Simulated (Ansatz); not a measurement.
**BeAlNS (model structure, started from the AlSiCN type, P3m1, No. 156, 4 atoms in the cell)**

These are PBE0 (PAW; Ansatz, a quantum-chemistry and plane-wave program) values and carry that method's errors.

Numerical settings: plane-wave cutoff 460 eV, 9×9×6 k mesh (along the axes of the cell as run), Fermi–Dirac smearing 0.01 eV, scalar-relativistic PAW data made under PBE.

Cell (relaxed with PBEsol):

```cif
data_AlBeNS
_chemical_formula_sum 'Al1 Be1 S1 N1'
_space_group_name_H-M_alt 'P 1'
_space_group_IT_number 1
_cell_length_a 3.23461
_cell_length_b 3.23461
_cell_length_c 5.34678
_cell_angle_alpha 90.000
_cell_angle_beta 90.000
_cell_angle_gamma 120.000
loop_
_space_group_symop_operation_xyz
  'x, y, z'
loop_
_atom_site_label
_atom_site_type_symbol
_atom_site_fract_x
_atom_site_fract_y
_atom_site_fract_z
_atom_site_occupancy
Al1 Al 0.33333 0.66667 0.55273 1
Be1 Be 0.66667 0.33333 0.95075 1
S1 S 0.33333 0.66667 0.11221 1
N1 N 0.66667 0.33333 0.63431 1
```

```yaml
band_gap: 4.36 eV (on the SCF k mesh)
```

Note: the relaxation could raise the start's symmetry but not lower it, so the cell can be a saddle point; cell and atoms aren't relaxed at this level (largest force component 0.05 eV/Å).

Computed values are for the static lattice.

Cost on a shared machine: very roughly 4 core-minutes.

A model structure was made by putting elements into a prototype or built by hand; it is no filed structure, need not be a known phase, and can be a saddle point held by its symmetry.
